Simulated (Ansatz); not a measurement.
System: SiN2 (model structure, Pa-3, No. 205, 12 atoms in the cell). Method: r²SCAN (Ansatz, an electronic-structure program, PAW).

Settings: plane-wave cutoff 560 eV, 8×8×8 k mesh, Fermi–Dirac smearing 0.01 eV, scalar-relativistic PAW data made under PBE.

The cell is the one relaxed with PBEsol. Conventional cell: a = 4.4412 Å, b = 4.4412 Å, c = 4.4412 Å, α = 90.00°, β = 90.00°, γ = 90.00°.

```
CELL_PARAMETERS angstrom
      4.44116     0.00000     0.00000
      0.00000     4.44116     0.00000
      0.00000     0.00000     4.44116
ATOMIC_POSITIONS crystal
  Si 0.00000 0.50000 0.50000
  Si 0.50000 0.00000 0.50000
  Si 0.00000 0.00000 0.00000
  Si 0.50000 0.50000 0.00000
  N  0.59484 0.90516 0.09484
  N  0.09484 0.59484 0.90516
  N  0.59484 0.59484 0.59484
  N  0.40516 0.40516 0.40516
  N  0.90516 0.09484 0.59484
  N  0.90516 0.40516 0.09484
  N  0.09484 0.90516 0.40516
  N  0.40516 0.09484 0.90516
```

Task: List the 36 lowest band energies at Γ above −25 eV (eV, relative to the valence band maximum), grouping those that round alike.

Result: At Γ: -22.46, -19.22 (×3), -14.36 (×3), -12.26, -8.31 (×3), -7.55 (×3), -7.35, -7.23 (×2), -6.00 (×3), -4.40 (×3), -1.15 (×3), -0.03 (×2), 6.57, 7.94, 8.45 (×3), 10.10 (×3).

Note: the relaxation could raise the start's symmetry but not lower it, so the cell can be a saddle point; cell and atoms aren't relaxed at this level (largest force component 0.20 eV/Å).

A model structure was made by putting elements into a prototype or built by hand; it is no filed structure, need not be a known phase, and can be a saddle point held by its symmetry.
